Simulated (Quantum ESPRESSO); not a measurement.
# Variants of one calculation on YAl₁₀Ru₂ (P1, 26 atoms in the cell)

```xyz
26
Lattice="4.5105 -5.0999 0.0000 4.5105 5.0999 0.0000 0.0000 0.0000 9.0755" Properties=species:S:1:pos:R:3 pbc="T T T"
Y      4.5546    -3.8314     6.8683
Y      4.5436     3.7561     2.2661
Al     4.5358    -1.2333     4.9564
Al     4.4491     1.2356     4.0554
Al     4.4858     1.2904     0.4726
Al     4.4764    -1.2402     8.6099
Al     2.0024     0.0149     4.5788
Al     6.9834     0.0060     4.5476
Al     7.0007    -0.0312    -0.0638
Al     1.9667    -0.0065    -0.0632
Al     4.5410    -3.4152     0.8709
Al     4.5500     3.4522     8.1625
Al     4.4658     3.5293     5.4621
Al     4.5111    -3.4723     3.6941
Al     6.4847    -1.3869     6.8106
Al     2.5523     1.3483     2.2642
Al     6.5481     1.3675     2.2294
Al     2.5108    -1.3712     6.7724
Al     3.2239     1.3224     6.8216
Al     5.8466    -1.3408     2.2938
Al     3.2076    -1.3606     2.2600
Al     5.8975     1.3474     6.7627
Ru     2.2360     2.5766     4.6223
Ru     2.1308     2.6013    -0.0498
Ru     2.2752    -2.5587     4.5986
Ru     2.2730    -2.5994     0.0266
```

Base run A: LDA (PZ), GBRV 1.5 ultrasoft (LDA) pseudopotentials run with Quantum ESPRESSO, self-consistent single point.

Its settings: ecutwfc = 40 Ry; ecutrho = 320 Ry; occupations = smearing; smearing = fermi-dirac; degauss = 0.0073499 Ry; potentials = {Y: y_lda_v1.4.uspp.F.UPF, Al: al_lda_v1.uspp.F.UPF, Ru: ru_lda_v1.2.uspp.F.UPF}; K_POINTS = automatic 3 3 2 0 0 0; conv_thr = 1e-11 Ry; mixing_beta = 0.7.

The starting cell comes from a database of computed structures (which also holds hypothetical and non-ambient phases and stackings), without a prior relaxation at this level. Its atoms were displaced at random from the sites of space group no. 63. Spin polarisation is off. In the base run, forces exceed 1 eV/Å. Without a gap this mesh is coarse (it stands for a supercell whose shortest vector is 18 Å).

ΔF is the free energy per atom less that of run A. 

```tsv
run	ecutwfc, ecutrho	ΔF (meV/atom)	pressure (GPa)	largest force (eV/Å)
A	40 Ry, 320 Ry	0.00	-2.61	1.636
B	36 Ry, 288 Ry	0.59	-2.67	1.636
C	24 Ry, 192 Ry	261.3	-19.12	1.622
```

Run C against A: The free energy goes up by 261 meV/atom, the pressure goes from -2.61 to -19.12 GPa and the largest force goes from 1.636 to 1.622 eV/Å.

Run B against A: The free energy hardly moves (within 1 meV/atom), the pressure moves little (-2.61 to -2.67 GPa) and the largest force stays at 1.636 eV/Å.
